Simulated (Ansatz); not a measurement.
Functionals compared on the (30-32) surface of hcp Tl in its 1x1 cell, outermost plane spacing 0.97 Å in the ideal cut, in Ansatz (plane waves, PAW). The structure was relaxed with PBE; the other rows are single points on it, each with its references at the same level. Cutoff 420 eV (500 eV for r2SCAN).

Slab: 22 atoms, 9.7 Å thick at the start (thin: gaps and levels are the slab's own); k 11x2x1, smearing 0.1 eV, dipole-corrected; all atoms relaxed; start symmetry kept, larger cells not searched; no spin, no spin-orbit, no U. These notes are the PBE run's.

```csv
functional,surface energy (J/m²),work function of the top face (eV),rough cost of the single point
PBE,0.27,3.51,–
LDA,0.44,3.85,very roughly 2.1 core-minutes
PBEsol,0.38,3.61,around 2.5 core-minutes (rough)
RPBE,0.17,3.35,very roughly 2.3 core-minutes
r2SCAN,0.35,3.53,very roughly 4 core-minutes
```

Ansatz is an electronic-structure program.
